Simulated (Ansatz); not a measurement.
**What tensor shear ε_xy = +1.71 % does to ZnS**

The reference is ZnS in the zinc blende structure (space group F-43m, No. 216; a = 5.389 Å). Axes: x, y, z lie along the cube axes.

The change: tensor shear ε_xy = +1.71 % (engineering shear γ = 0.0342), atoms relaxed at fixed cell.

Calculations: Ansatz (a program for electronic structure) r2SCAN, scalar-relativistic without spin-orbit coupling. Settings: 11×11×11 k-points, 0.05 eV Fermi–Dirac smearing.

```csv
quantity,base,changed,shift
space group,F-43m (No. 216),Imm2 (No. 44),–
energy relative to the base (free energy F),0 meV/atom,+3.6 meV/atom,+3.6 meV/atom
"pressure (mean of the normal stresses, compression positive)",0.00 GPa,0.01 GPa,+0.01 GPa
band gap,2.70 eV,2.59 eV,-0.115 eV
gap character,direct at Γ,direct at Γ,–
"valence-band top at Γ (three highest levels, from the VBM)","0.00, 0.00, 0.00 eV","0.00, -0.10, -0.19 eV",–
"valley order (the lowest conduction-band minima on the path, energy above the VBM, named in the base's zone)",Γ 2.70 eV; X along ⟨100⟩ 3.71 eV; L along ⟨111⟩ 3.82 eV,Γ 2.59 eV; X along [001] 3.50 eV; L along [1-1-1] 3.59 eV; X along [010] 3.61 eV,–
"stress (xx, yy, zz, yz, xz, xy; compression positive)",–,"(0.02, 0.02, -0.01, 0.00, 0.00, -1.72) GPa",–
```

The cells carry an imposed strain or load. No phonon test of stability was made. Labels are those of the standard path for the cell's own space group.
